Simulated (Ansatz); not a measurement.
## GaN, response to strain

The parent structure is GaN in the wurtzite structure (space group P6_3mc, No. 186; a = 3.152 Å, c = 5.138 Å). Axes: x lies along a and z along c of the hexagonal cell.

Strains are applied to the cell and any free atomic positions relax.

The values are results of Kohn–Sham DFT with the LDA functional, run in Ansatz (a quantum-chemistry and plane-wave program) with PAW and 420 eV plane waves, no SOC, not measurements.

Notes on the quantities. energy relative to the base: free energy F.

```csv
uniaxial strain ε_zz (%),energy relative to the base (meV/atom)
-3,13.0
-2.4,?
-1.8,4.6
-1.2,2.0
-0.6,0.5
0,0.0
```

Task: Fit ΔE = Aε² + Bε³ (ε in %) to the rows shown and predict the withheld row.

Result: Least squares on the printed values gives A = 1.37 and B = -0.024 meV/atom (largest residual 0.0 meV/atom); this predicts 8.2 meV/atom, and the run gives 8.3 meV/atom, in agreement.

No phonon test of stability was made.
